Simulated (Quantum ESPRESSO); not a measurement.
## Effort and miss along a sweep of ecutwfc: AgAuO₃ (Fd-3m, 20 atoms in the cell)

Cell: a = 7.2859 Å, b = 7.2859 Å, c = 7.2859 Å, α = 60.00°, β = 60.00°, γ = 60.00°.

Level of theory: PBEsol, GBRV 1.5 ultrasoft (PBESOL) pseudopotentials (plane waves; Quantum ESPRESSO).

Base settings: ecutwfc = 40 Ry; ecutrho = 320 Ry; occupations = smearing; smearing = fermi-dirac; degauss = 0.00147 Ry; potentials = {Ag: ag_pbesol_v1.4.uspp.F.UPF, Au: au_pbesol_v1.uspp.F.UPF, O: o_pbesol_v1.2.uspp.F.UPF}; K_POINTS = automatic 5 5 5 0 0 0; conv_thr = 1e-11 Ry.

Misses are taken against the tightest run, 70 Ry (ecutrho: 320 Ry → 560 Ry), which need not be fully converged itself. The energy is the free energy per atom.

The count of work is k-points × plane waves × bands × iterations; it is no time, and leaves out set-up, grids and terms that scale otherwise. Core times come from one kind of shared machine and are given to one figure; runs under 30 s give none.

The starting cell comes from a database of computed structures (which also holds hypothetical and non-ambient phases and stackings), without a prior relaxation at this level. In the base run, with a pressure of about -8 GPa the cell is away from its equilibrium volume at this level.

| ecutwfc | energy less reference (meV/atom) | pressure less reference (GPa) | largest difference in the force on any atom (eV/Å) | count of work / reference | core time / reference (rough) |
|---|---|---|---|---|---|
| 16 Ry (ecutrho: 320 Ry → 128 Ry) | 16908.96 | -666.20 | 0.528 | 0.094 | 0.10 |
| 20 Ry (ecutrho: 320 Ry → 160 Ry) | 4514.71 | -240.52 | 0.121 | 0.14 | 0.1 |
| 24 Ry (ecutrho: 320 Ry → 192 Ry) | 1095.60 | -75.07 | 0.128 | 0.19 | 0.2 |
| 28 Ry (ecutrho: 320 Ry → 224 Ry) | 243.27 | -19.25 | 0.047 | 0.24 | 0.2 |
| 32 Ry (ecutrho: 320 Ry → 256 Ry) | 66.14 | -3.58 | 0.005 | 0.29 | 0.3 |
| 36 Ry (ecutrho: 320 Ry → 288 Ry) | 35.49 | -0.32 | 0.004 | 0.34 | 0.3 |
| 40 Ry | 27.13 | 0.00 | 0.003 | 0.43 | 0.4 |
| 46 Ry (ecutrho: 320 Ry → 368 Ry) | 18.87 | 0.16 | 0.004 | 0.53 | 0.4 |
| 52 Ry (ecutrho: 320 Ry → 416 Ry) | 14.86 | 0.30 | 0.002 | 0.59 | 0.6 |
| 60 Ry (ecutrho: 320 Ry → 480 Ry) | 9.86 | 0.08 | 0.001 | 0.79 | 0.8 |
| 70 Ry (ecutrho: 320 Ry → 560 Ry) | 0.00 | 0.00 | 0.000 | 1.0 | 1 |

The last two settings still differ by 9.9 meV/atom, so the table cannot show that the reference is converged.

The step from 16 Ry (ecutrho: 320 Ry → 128 Ry) to 36 Ry (ecutrho: 320 Ry → 288 Ry): it takes the miss in the energy from 17000 to 35 meV/atom, for 3.6 times the count of work and roughly 3 times the time.
